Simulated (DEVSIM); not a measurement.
Structure: abrupt Si n-p junction, at 300 K.

Layer 1 from the left is Si, thickness (μm) 14.0, Nd (cm⁻³) 6.7e17, τn (s) 0.00092, τp (s) 0.00092. Layer 2 from the left is Si, thickness (μm) 240, Na (cm⁻³) 4.9e16, τn (s) 0.00092, τp (s) 0.00092.

Left contact: ohmic. Right contact: ohmic. Voltage is applied to the left contact. Recombination: SRH at mid-gap, Auger. Mobility is μmin + (μ − μmin)/(1 + (N/Nref)^α).

This is a model device: material constants are rounded textbook-type values typed into the input, and sizes, dopings and lifetimes were drawn at random. Values at 300 K.

Si: gap (eV) 1.124, affinity (eV) 4.05, permittivity 11.7, Nc (cm⁻³) 2.86e19, Nv (cm⁻³) 3.1e19, μn (cm²/Vs) 1417, μp (cm²/Vs) 470, μn,min 52, μp,min 45, Nref,n 9.7e16, Nref,p 2.2e17, αn 0.68, αp 0.72, Cn (cm⁶/s) 2.8e-31, Cp (cm⁶/s) 9.9e-32.

DEVSIM, 1D drift-diffusion, Boltzmann statistics, complete ionisation; no tunnelling, impact ionisation, image-force lowering or self-heating.

Problem. What does the simulation give for the dark forward voltage at 1 A/cm², the largest field in the device at zero bias?

Solution. dark forward voltage at 1 A/cm² 0.737 V; largest field in the device at zero bias 110000 V/cm.
